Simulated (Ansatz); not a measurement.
**KTaO3: pressure series**

The parent structure is KTaO3 in the cubic perovskite structure (space group Pm-3m, No. 221; a = 4.023 Å).

Cell and atoms are relaxed at each pressure.

Levels (all Ansatz, a program for electronic structure, PAW, earlier PAW set): PBE (420 eV, scalar-relativistic without spin-orbit coupling); r2SCAN (500 eV, spin-orbit coupling left out); HSE06 (420 eV, scalar-relativistic without spin-orbit coupling); PBE+SOC (420 eV, noncollinear with spin-orbit coupling).

Band gaps by level, all at the geometries relaxed with PBE:

| case | PBE | r2SCAN | HSE06 | PBE+SOC |
|---|---|---|---|---|
| base | 2.17 eV | 2.57 eV | 3.52 eV | 2.03 eV |
| pressure −1 GPa | 2.16 eV | 2.56 eV | 3.50 eV | 2.02 eV |
| pressure 1.8 GPa | 2.19 eV | 2.60 eV | 3.54 eV | 2.05 eV |
| pressure 4.2 GPa | 2.22 eV | 2.63 eV | 3.58 eV | 2.08 eV |
| pressure 9 GPa | 2.27 eV | 2.69 eV | 3.64 eV | 2.13 eV |
| pressure 18 GPa | 2.35 eV | 2.78 eV | 3.74 eV | 2.22 eV |
| pressure 30 GPa | 2.44 eV | 2.88 eV | 3.85 eV | 2.31 eV |
| pressure 60 GPa | 2.59 eV | 3.06 eV | 4.04 eV | 2.47 eV |

Single points use the geometry relaxed with PBE. The hybrid gap comes from the SCF mesh plus the semilocal run's edge points and a few special points and is an upper bound. The spin-orbit shifts are approximate. Spin-orbit coupling, missing from the scalar runs, can matter with Ta. Load acts through the strain it causes; cell and atoms are relaxed under it. Stability against distortions was not tested. No other phases were tried under pressure.
